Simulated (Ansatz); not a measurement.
**Worked example: self-consistent single point of PtBr2 (Fm-3m, 3 atoms in the cell) in Ansatz (an electronic-structure program)**

Method: PBE (plane waves, PAW; Ansatz).

Input as run:

Ansatz 0.2 input:
```yaml
crystal:
  lattice:
    - [0.000000, 2.971950, 2.971950]
    - [2.971950, 0.000000, 2.971950]
    - [2.971950, 2.971950, 0.000000]
  atoms:
    - { symbol: Pt, position: [0.000000, 0.000000, 0.000000] }
    - { symbol: Br, position: [0.250000, 0.250000, 0.250000] }
    - { symbol: Br, position: [0.750000, 0.750000, 0.750000] }
basis:
  ecutwfc: 420.0 eV
kpoints:
  mp_grid: { grid: [8, 8, 8] }
hamiltonian:
  xc: pbe
  pseudopotentials: { kind: paw }
scf:
  occupations: { method: cold, width: 0.136 eV }
output:
  forces: true
  eigenvalues: true
  stress: true
```

Log, with long lists cut:

```
WARN ansatz: RAYON_NUM_THREADS=1 ignored (pool sized by the plan → 1); use --threads N
Pseudopotentials: kind: paw
Pseudopotential: Pt, paw, valence charge 18
Pseudopotential: Br, paw, valence charge 7
Crystal: 3 atoms, lattice volume = 52.499 Å³
Basis set: ecut = 420 eV, 965 PW (Γ), exchange–correlation on 60×60×60 points (8 copies of the dense FFT grid, shifted against one another)
Bands: 20, of which v1, the nominal top of the filled ones, is band 16 counted from 1 (15 counted from 0)
Symmetry: 48 space group operations
Space group: Fm-3m (ITA 225), of the structure as read, at distance tolerance 3.7e-5 Å
k-points: 29 of 512
Initial density: superposition of atomic densities (neutral atoms: chi_scale 0, normalization atom), corrected by the library's trained network
Initial wavefunctions: pseudopotential atomic-orbital guess
Eigensolver: davidson
Functional: x = pbe(κ = 0.804, μ = 0.2195149727645171), c = pbe(β = 0.06672455060314922)
SCF iter   1: F=—  HF=-18085.777319 eV  |F-HF|=—  |Δ(HF+E_count)|=         —  Δρ=6.89e-3  dr2=3.53e-2  ethr=1.77e-3  ⟨swp⟩=6.0  Hψ=2849  notcnv=0
all-band conjugate gradients solve this SCF's bands
preconditioner: auto → LDOS
SCF iter   2: F=—  HF=-18085.775433 eV  |F-HF|=—  |Δ(HF+E_count)|=   1.89e-3  S|Δr|=    0.00e0  Δρ=4.61e-3  dr2=1.96e-2  ethr=1.10e-4  ⟨swp⟩=1.9  Hψ=906  notcnv=0
SCF iter   3: F=—  HF=-18085.772976 eV  |F-HF|=—  |Δ(HF+E_count)|=   2.46e-3  S|Δr|=    0.00e0  Δρ=2.69e-3  dr2=7.17e-3  ethr=6.13e-5  ⟨swp⟩=1.3  Hψ=588  notcnv=0
SCF iter   4: F=—  HF=-18085.771586 eV  |F-HF|=—  |Δ(HF+E_count)|=   1.39e-3  S|Δr|=    0.00e0  Δρ=8.34e-4  dr2=3.93e-4  ethr=2.24e-5  ⟨swp⟩=2.2  Hψ=829  notcnv=0
SCF iter   5: F=—  HF=-18085.771520 eV  |F-HF|=—  |Δ(HF+E_count)|=   6.58e-5  S|Δr|=    0.00e0  Δρ=1.19e-4  dr2=6.94e-6  ethr=1.23e-6  ⟨swp⟩=2.5  Hψ=1050  notcnv=0
SCF iter   6: F=—  HF=-18085.771523 eV  |F-HF|=—  |Δ(HF+E_count)|=   2.99e-6  S|Δr|=    0.00e0  Δρ=2.75e-5  dr2=3.72e-7  ethr=2.17e-8  ⟨swp⟩=2.9  Hψ=1136  notcnv=0
SCF iter   7: F=-18085.771523 eV  HF=-18085.771523 eV  |F-HF|=3.00e-9  |Δ(HF+E_count)|=   6.06e-8  S|Δr|=    0.00e0  Δρ=4.20e-6  dr2=1.03e-8  ethr=3.13e-10  ⟨swp⟩=7.4  Hψ=2938  notcnv=0
SCF 1 converged in 7 iterations: F = -18085.771523 eV  dr2 = 1.03e-8
SCF converged after 7 iterations
Stability not checked (fill_not_monotonic)
Free energy (F): -18085.771523 eV
Harris-Foulkes:  -18085.771523 eV  (|F-HF|=3.00e-9)
Internal energy: -18085.754177 eV  (E = F + TS)
E sigma→0 (E₀):  -18085.765741 eV
Entropy (-TS):   -0.017346 eV (-5.782 meV/atom)
Fermi energy:    14.742072 eV
--- Per-component energies (eV) ---
  E_band       = -208.482756
  E_kinetic    = 921.716557
  E_local      = -2646.979542  (includes V_loc(G=0)·N_el)
  E_nonlocal   = 346.742591
  E_hartree    = 999.743237
  E_xc         = -794.637256
  E_vxc        = -515.570222  (∫ρ·V_xc dr)
  E_paw        = -13949.774655  (= ΣΔE_a)
  E_vpaw       = -313.882080  (= ΣTr[D̂ρ^β])
  E_aug_tail   = 0.000237  (compensation charges beyond the density's cutoff)
  E_ewald      = -2962.565345
  E_smearing   = -0.017346  (= −TS)
  E_closure    = 0.000000  (closes the sum)
  Σ components = -18085.771523   (vs F -18085.771523, Δ=0.00e0)
--- Forces (eV/Å), atoms counted from 1 ---
  atom   1  Pt     0.00000000     0.00000000     0.00000000
   [... zero for the other atoms too ...]
  max |Σ_I F_I| component: 9.25e-18 eV/Å
--- Stress (GPa, compression-positive) ---
       44.697494      -0.000000       0.000000
       -0.000000      44.697494      -0.000000
        0.000000       0.000000      44.697494
  P = ⅓ Tr σ = 44.6975 GPa (446.975 kbar)
  The stress holds the Pulay correction. Without it, at fixed plane waves, as pw.x and ABINIT print it: P = 44.6566 GPa
--- Band table (eV; the first three rows and the last of 29) ---
  k-point 0: bands = ["-84.1785", "-38.5041", "-38.5041", "-38.5041", "-4.4917", "-0.5140", "6.3822", "6.3822", "6.3822", "10.6475", "10.6475", "11.9122", "11.9122", "11.9122", "14.9504", "14.9504", "14.9504", "16.5691", "17.8874", "17.8874"]
  k-point 1: bands = ["-84.1785", "-38.5047", "-38.5042", "-38.5042", "-4.3527", "-0.7440", "6.4891", "6.4891", "6.7825", "10.3217", "10.3217", "11.0313", "12.0031", "12.0031", "14.3046", "14.7778", "14.7778", "17.1385", "18.4239", "18.4239"]
  k-point 2: bands = ["-84.1785", "-38.5061", "-38.5045", "-38.5045", "-3.9597", "-1.2933", "6.7749", "6.7749", "7.7410", "9.5101", "9.8093", "9.8093", "11.7573", "11.7573", "13.2927", "14.7037", "14.7037", "17.9109", "19.6841", "19.6841"]
  k-point 28: bands = ["-84.1785", "-38.5068", "-38.5068", "-38.5056", "-2.4821", "-2.4821", "5.3498", "6.1136", "8.4845", "8.4845", "9.4164", "11.0592", "11.6617", "12.9314", "12.9314", "13.2390", "15.6850", "17.7051", "19.8914", "22.5275"]
```

The run converged in 7 iterations.

The starting cell was generated: these elements placed on a structure prototype, without a prior relaxation; it need not be a known phase or ordering of this composition. Its lattice was rescaled by a random factor within 2.5 % of one. Spin-orbit coupling is off. Spin polarisation is off. With a pressure of about 45 GPa the cell is away from its equilibrium volume at this level. Ansatz's pressure includes its estimate of the finite-basis (Pulay) stress.
